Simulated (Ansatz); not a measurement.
## A computed series for Zr: element substitutions

Consider Zr in the hcp (Mg type) structure (space group P6_3/mmc, No. 194; a = 3.1847 Å, c = 5.1172 Å).

Each row replaces one element on all its sites; cell and atoms are relaxed.

Method: Kohn–Sham DFT with the PBEsol functional, run in Ansatz (a quantum-chemistry and plane-wave program) with PAW and 420 eV plane waves, scalar-relativistic without spin-orbit coupling, earlier PAW set.

```tsv
case	shortest interatomic distance	c/a ratio
base	3.151 Å	1.607
Zr → Sr	4.190 Å	1.643
Zr → Y	3.482 Å	1.552
Zr → Mn	2.436 Å	1.617
Zr → Nb	(withheld)	(withheld)
```

Task: Some entries are withheld; estimate them.

Result: 
- Zr → Nb, shortest interatomic distance: 2.833 Å
- Zr → Nb, c/a ratio: 1.832

Stability against distortions was not tested. For Mn and Nb in this form, whether it has been made was not checked. Starting moments died away, wholly or in part, for Zr → Mn; another magnetic solution may exist. All final runs are without spin polarisation. This is not the structure that Sr has at room temperature and ambient pressure. This is not the structure that Mn has at room temperature and ambient pressure. This is not the structure that Nb has at room temperature and ambient pressure.
